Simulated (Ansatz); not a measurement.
Consider a 16-atom supercell of P in the black-P type structure (space group Cmce, No. 64; layered, stacked along the Cartesian y axis) at its relaxed geometry.

```yaml
crystal:
  lattice:
    - [1.65109, -5.34545, -4.46660]
    - [4.95327, 5.34545, 0.00000]
    - [1.65109, -5.34545, 4.46660]
  atoms:
    - { symbol: P, position: [0.75815, 0.29955, 0.34321] }
    - { symbol: P, position: [0.25815, 0.29955, 0.84321] }
    - { symbol: P, position: [0.00815, 0.79955, 0.59321] }
    - { symbol: P, position: [0.50815, 0.79955, 0.09321] }
    - { symbol: P, position: [0.99185, 0.20045, 0.40679] }
    - { symbol: P, position: [0.49185, 0.20045, 0.90679] }
    - { symbol: P, position: [0.24185, 0.70045, 0.65679] }
    - { symbol: P, position: [0.74185, 0.70045, 0.15679] }
    - { symbol: P, position: [0.96821, 0.04955, 0.88315] }
    - { symbol: P, position: [0.46821, 0.04955, 0.38315] }
    - { symbol: P, position: [0.21821, 0.54955, 0.13315] }
    - { symbol: P, position: [0.71821, 0.54955, 0.63315] }
    - { symbol: P, position: [0.78179, 0.45045, 0.86685] }
    - { symbol: P, position: [0.28179, 0.45045, 0.36685] }
    - { symbol: P, position: [0.03179, 0.95045, 0.11685] }
    - { symbol: P, position: [0.53179, 0.95045, 0.61685] }
```

The values are results of Kohn–Sham DFT with the r2SCAN+rVV10 functional, run in Ansatz (a first-principles code) with PAW and 500 eV plane waves, scalar-relativistic without spin-orbit coupling, earlier PAW set, not measurements.

For the base:

```
Item        Value
--------  -------
Pressure  0.0 GPa
```

Now apply this change: a neutral Li interstitial (started 2.04 Å from the nearest host atom), atoms relaxed at fixed cell, starting from a slightly rattled geometry.

Question: What does the calculation give for the largest displacement of a host atom from its site in the perfect cell, pressure and final site of the added atom after the change?

Answer: The largest displacement of a host atom from its site in the perfect cell is 0.26 Å; the pressure goes from zero to 1.2 GPa; the final site of the added atom comes out as 7 P at 2.29–2.99 Å.

The cell is small, so the values are those of an ordered compound at a high defect concentration; dilute-limit values will differ. A case with no gap was solved on a k-mesh chosen for an insulator, which is coarse for it. All final runs are without spin polarisation. Gaps under 0.05 eV, about the width of the smearing, are given as zero. The defect cell is not spin-polarised.
